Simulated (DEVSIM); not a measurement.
Device: Schottky contact on n-type Si, at 350 K.

| layer (left to right) | material | thickness (μm) | Nd (cm⁻³) | τn (s) | τp (s) |
|---|---|---|---|---|---|
| 1 | Si | 0.390 | 5.7e17 | 5.3e-5 | 5.3e-5 |

Left contact: Schottky, work function 4.71 eV, emission velocity 1.7e6 cm/s. Right contact: ohmic. Voltage is applied to the left contact. Recombination: SRH at mid-gap, radiative, Auger. Gap narrowing is on: ΔEg = 6.92 meV × (l + √(l² + 0.5)), l = ln(N/1.3e17 cm⁻³), shared equally by both band edges. Mobility is constant in doping.

Constants are typed, rounded textbook-type inputs, not results; the design itself was drawn at random and stands for no fabricated device. Values at 300 K; Nc and Nv go as T^1.5, mobilities as T to minus their exponent, the gap by Varshni's rule with the affinity fixed.

| parameter | Si |
|---|---|
| gap (eV) | 1.124 |
| affinity (eV) | 4.05 |
| permittivity | 11.7 |
| Nc (cm⁻³) | 2.86e19 |
| Nv (cm⁻³) | 3.1e19 |
| μn (cm²/Vs) | 1417 |
| μp (cm²/Vs) | 470 |
| T exponent of μn | 2.3 |
| T exponent of μp | 2.2 |
| B (cm³/s) | 4.7e-15 |
| Cn (cm⁶/s) | 2.8e-31 |
| Cp (cm⁶/s) | 9.9e-32 |
| Varshni α (eV/K) | 0.000473 |
| Varshni β (K) | 636 |

Model (solved in DEVSIM): 1D drift-diffusion, Boltzmann statistics, complete ionisation; no tunnelling, impact ionisation, image-force lowering or self-heating. Metal contacts follow the ideal Schottky-Mott rule: no Fermi-level pinning, no interface dipoles.

Tabulate band edges, carrier densities and field at zero bias.

Energies count from the Fermi level of the right contact; mesh points crowd at the junctions.

| x (μm) | Ec (eV) | Ev (eV) | n (cm⁻³) | p (cm⁻³) | field (V/cm) |
|---|---|---|---|---|---|
| 0.000 | 0.649 | -0.440 | 1.6e10 | 1.8e13 | -290000 |
| 0.005377 | 0.503 | -0.586 | 2.0e12 | 1.4e11 | -250000 |
| 0.01180 | 0.362 | -0.727 | 2.2e14 | 1.3e9 | -190000 |
| 0.01948 | 0.241 | -0.848 | 1.2e16 | 2.4e7 | -120000 |
| 0.03283 | 0.145 | -0.944 | 2.9e17 | 990000 | -31000 |
| 0.04461 | 0.128 | -0.961 | 5.2e17 | 560000 | -5100 |
| 0.05870 | 0.125 | -0.964 | 5.6e17 | 520000 | -480 |
| 0.08317 | 0.125 | -0.964 | 5.7e17 | 510000 | ≈ 0 |
| 0.1048 | 0.125 | -0.964 | 5.7e17 | 510000 | ≈ 0 |
| 0.1364 | 0.125 | -0.964 | 5.7e17 | 510000 | ≈ 0 |
| 0.1684 | 0.125 | -0.964 | 5.7e17 | 510000 | ≈ 0 |
| 0.2176 | 0.125 | -0.964 | 5.7e17 | 510000 | ≈ 0 |
| 0.2503 | 0.125 | -0.964 | 5.7e17 | 510000 | ≈ 0 |
| 0.2776 | 0.125 | -0.964 | 5.7e17 | 510000 | ≈ 0 |
| 0.3085 | 0.125 | -0.964 | 5.7e17 | 510000 | ≈ 0 |
| 0.3263 | 0.125 | -0.964 | 5.7e17 | 510000 | ≈ 0 |
| 0.3412 | 0.125 | -0.964 | 5.7e17 | 510000 | ≈ 0 |
| 0.3537 | 0.125 | -0.964 | 5.7e17 | 510000 | ≈ 0 |
| 0.3678 | 0.125 | -0.964 | 5.7e17 | 510000 | ≈ 0 |
| 0.3759 | 0.125 | -0.964 | 5.7e17 | 510000 | ≈ 0 |
| 0.3827 | 0.125 | -0.964 | 5.7e17 | 510000 | ≈ 0 |
| 0.3900 | 0.125 | -0.964 | 5.7e17 | 510000 | ≈ 0 |
